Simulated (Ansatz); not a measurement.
Consider the following.

End structure of the (20-21) surface of hcp Be in its 1x1 cell, outermost plane spacing 0.16 Å in the ideal cut:

```
CELL_PARAMETERS angstrom
      2.26165     0.00000     0.00000
     -1.13082     7.40176     0.00000
      0.00000     0.00000    27.00000
ATOMIC_POSITIONS crystal
  Be 0.54083 0.08177 0.30885
  Be 0.91967 0.83923 0.31073
  Be 0.77730 0.55449 0.33953
  Be 0.14949 0.29916 0.34560
  Be 0.01181 0.02356 0.37755
  Be 0.38397 0.76790 0.37755
  Be 0.24245 0.48429 0.40940
  Be 0.61606 0.23196 0.41615
  Be 0.47596 0.95169 0.44583
  Be 0.84865 0.69719 0.44865
  Be 0.70944 0.41877 0.47999
  Be 0.08124 0.16225 0.48556
  Be 0.94118 0.88260 0.51444
  Be 0.31299 0.62608 0.52001
  Be 0.17377 0.34766 0.55135
  Be 0.54646 0.09316 0.55417
  Be 0.40636 0.81289 0.58385
  Be 0.77998 0.56056 0.59060
  Be 0.63846 0.27695 0.62245
  Be 0.01061 0.02129 0.62245
  Be 0.87294 0.74569 0.65440
  Be 0.24513 0.49036 0.66047
  Be 0.10276 0.20562 0.68927
  Be 0.48159 0.96308 0.69115
```

Model: 24-atom slab, 10.5 Å thick at the start, 17x5x1 mesh, Fermi-Dirac 0.1 eV, dipole correction, all atoms relaxed; held to the part of the start's symmetry that mesh and held atoms allow; no spin, no spin-orbit, no U.

Predict the surface energy (mean of both faces) from PBE (Ansatz, an electronic-structure program).

1.89 J/m^2

What is the computed work function of the top face (PBE)?

4.76 eV
